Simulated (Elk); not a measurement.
**Input and output of a self-consistent single point for Sn (I4_1/amd, 2 atoms in the cell) (Elk)**

Method of the run: PBE, all-electron FP-LAPW, Elk's shipped species files, APW+lo basis with extra local orbitals (Elk 10.2.4).

Input as run:

```
tasks
  0

xctype
  20

rgkmax
  8.0

gmaxvr
  16.0

nxlo
  2

lorbcnd
  .true.

lmaxi
  2

stype
  0

swidth
  0.00367493

avec
   -5.5085516533    5.5085516533    3.0046645382
    5.5085516533   -5.5085516533    3.0046645382
    5.5085516533    5.5085516533   -3.0046645382

atoms
  1   : nspecies
  'Sn.in'   : spfname
  2   : natoms; atposl, bfcmt below
  0.2500000000  0.7500000000  0.5000000000    0.0 0.0 0.0
  0.0000000000  0.0000000000  0.0000000000    0.0 0.0 0.0

ngridk
  8 8 8
```

The program printed (abridged):

```
│ Elk code version 10.2.4 │

All units are atomic (Hartree, Bohr, etc.)

│ Ground-state run starting from atomic densities │

Lattice vectors :
  -5.508551653       5.508551653       3.004664538
   5.508551653      -5.508551653       3.004664538
   5.508551653       5.508551653      -3.004664538

Unit cell volume      :    364.6958614
Brillouin zone volume :   0.6801563705

Muffin-tin inner radius fraction :   0.1000000000E-01

Nuclei treated as point charges

Species :    1 (Sn)
 parameters loaded from : Sn.in
 name : tin
 nuclear charge    :   -50.00000000
 electronic charge :    50.00000000
 atomic mass :    216395.0920
 muffin-tin radius :    2.600000000
 number of radial points in muffin-tin :    597
 atomic positions (lattice), magnetic fields (Cartesian) :
   1 :   0.12500000  0.37500000  0.25000000    0.00000000  0.00000000  0.00000000
   2 :  -0.12500000 -0.37500000 -0.25000000    0.00000000  0.00000000  0.00000000

Total number of atoms per unit cell :    2

Spin treatment :
 spin-unpolarised

Number of Bravais lattice symmetries :   16
Number of crystal symmetries         :   16
Crystal has inversion symmetry
Real symmetric eigensolver will be used

k-point grid :      8     8     8
k-point offset :    0.000000000       0.000000000       0.000000000
k-point set is reduced with full crystal symmetry group
Total number of k-points :       59

Muffin-tin radius times maximum |G+k| :    8.000000000
 using average radius
Maximum |G+k| for APW functions       :    3.076923077
Maximum (1/2)|G+k|²                   :    4.733727811
Maximum |G| for potential and density :    16.00000000
 potential will be trimmed for |G| > 2 gkmax
Constant for pseudocharge density :   10
Radial integration step length :    4

G-vector grid sizes :     45    45    45
Number of G-vectors :    25171

Maximum angular momentum used for
 APW functions                      :    8
 outer part of muffin-tin           :    6
 inner part of muffin-tin           :    2

Total nuclear charge    :   -100.0000000
Total core charge       :    60.00000000
Total valence charge    :    40.00000000
Total excess charge     :    0.000000000
Total electronic charge :    100.0000000

Effective Wigner radius, rₛ :   0.9548769470

Number of empty states         :    8
Total number of valence states :   28
Total number of core states    :   60

Conduction state local-orbitals added automatically
Total number of local-orbitals :  164

Exchange-correlation functional :     20     0     0
 Perdew-Burke-Ernzerhof, Phys. Rev. Lett. 77, 3865 (1996)
 gradient requirement :    1
 generalised gradient approximation (GGA)

Smearing type :    0
 Gaussian
Smearing width :   0.3674930000E-02
Effective electronic temperature (K) :    1160.451112

Mixing type :    3
 Broyden mixing, J. Phys. A: Math. Gen. 17, L317 (1984)

Kohn-Sham potential initialised from atomic data

│ Self-consistent loop started │
│ Loop number : 1 │
 total energy                :     -12364.9525335
│ Loop number : 2 │
 total energy                :     -12364.9476634
RMS change in Kohn-Sham potential (target) :   0.9537399320E-01 (  0.1000000000E-05)
Absolute change in total energy (target)   :   0.4870108969E-02 (  0.1000000000E-03)
│ Loop number : 3 │
 total energy                :     -12364.7076869
RMS change in Kohn-Sham potential (target) :   0.9168592118E-01 (  0.1000000000E-05)
Absolute change in total energy (target)   :   0.2411940739     (  0.1000000000E-03)
│ Loop number : 4 │
 total energy                :     -12361.5644292
RMS change in Kohn-Sham potential (target) :   0.4554465045E-01 (  0.1000000000E-05)
Absolute change in total energy (target)   :    3.203556166     (  0.1000000000E-03)
│ Loop number : 5 │
 total energy                :     -12359.4594308
RMS change in Kohn-Sham potential (target) :   0.1505605453E-01 (  0.1000000000E-05)
Absolute change in total energy (target)   :    2.905887525     (  0.1000000000E-03)
│ Loop number : 6 │
 total energy                :     -12358.6638253
RMS change in Kohn-Sham potential (target) :   0.3791750972E-02 (  0.1000000000E-05)
Absolute change in total energy (target)   :    1.522077373     (  0.1000000000E-03)
│ Loop number : 7 │
 total energy                :     -12358.3867447
RMS change in Kohn-Sham potential (target) :   0.1782050959E-03 (  0.1000000000E-05)
Absolute change in total energy (target)   :   0.6575998761     (  0.1000000000E-03)
│ Loop number : 8 │
 total energy                :     -12358.3732597
RMS change in Kohn-Sham potential (target) :   0.1112852817E-03 (  0.1000000000E-05)
Absolute change in total energy (target)   :   0.1778849815     (  0.1000000000E-03)
│ Loop number : 9 │
 total energy                :     -12358.3591529
RMS change in Kohn-Sham potential (target) :   0.4695919629E-04 (  0.1000000000E-05)
Absolute change in total energy (target)   :   0.5857804768E-01 (  0.1000000000E-03)
│ Loop number : 10 │
 total energy                :     -12358.3554356
RMS change in Kohn-Sham potential (target) :   0.3284373624E-05 (  0.1000000000E-05)
Absolute change in total energy (target)   :   0.1836179550E-01 (  0.1000000000E-03)
│ Loop number : 11 │
 total energy                :     -12358.3552868
RMS change in Kohn-Sham potential (target) :   0.4025188305E-06 (  0.1000000000E-05)
Absolute change in total energy (target)   :   0.4739242955E-02 (  0.1000000000E-03)
│ Loop number : 12 │
 total energy                :     -12358.3552982
RMS change in Kohn-Sham potential (target) :   0.2112588546E-06 (  0.1000000000E-05)
Absolute change in total energy (target)   :   0.1173446391E-02 (  0.1000000000E-03)
│ Loop number : 13 │
 total energy                :     -12358.3553085
RMS change in Kohn-Sham potential (target) :   0.4729905830E-07 (  0.1000000000E-05)
Absolute change in total energy (target)   :   0.2830582634E-03 (  0.1000000000E-03)
│ Loop number : 14 │
 total energy                :     -12358.3553071
RMS change in Kohn-Sham potential (target) :   0.2311355353E-07 (  0.1000000000E-05)
Absolute change in total energy (target)   :   0.7213745448E-04 (  0.1000000000E-03)
Convergence targets achieved

│ Loop number : 15 │

Energies :
 Fermi                       :     0.248143985915
 sum of eigenvalues          :     -7460.60032583
 electron kinetic            :      13009.7012468
 core electron kinetic       :      12536.1514325
 Coulomb                     :     -25037.1527286
 Coulomb potential           :     -20038.6682825
 nuclear-nuclear             :     -1050.26035845
 electron-nuclear            :     -27935.1164577
 Hartree                     :      3948.22408760
 Madelung                    :     -15017.8185873
 xc potential                :     -431.633290045
 exchange                    :     -325.545969863
 correlation                 :     -5.35785391633
 total energy                :     -12358.3553056

Density of states at Fermi energy :    29.20691000
 (states/Hartree/unit cell)

Estimated indirect band gap :   0.9888224596E-03
 from k-point     46 to k-point     31
Estimated direct band gap   :   0.2775583108E-01
 at k-point     28

Charges :
 core                        :    60.00000000
 valence                     :    40.00000000
 interstitial                :    3.767940297
 muffin-tins (core leakage)
  species :    1 (Sn)
   atom    1                 :    48.11602985     (  0.6709497294E-04)
   atom    2                 :    48.11602985     (  0.6709497294E-04)
 total in muffin-tins        :    96.23205970
 total calculated charge     :    99.99356901
 total charge                :    100.0000000
 error                       :   0.6430988483E-02

│ Self-consistent loop stopped │
```

The run converged in 15 iterations. The count includes the last loop, which Elk runs after its targets are met.

The starting cell has typed, rounded lattice constants, without a prior relaxation at this level. Values depend on the basis (sphere radii, cutoffs, local orbitals), which need not be converged. The log's line on a gap gives a spacing of levels on this mesh, which the program prints for metals too.
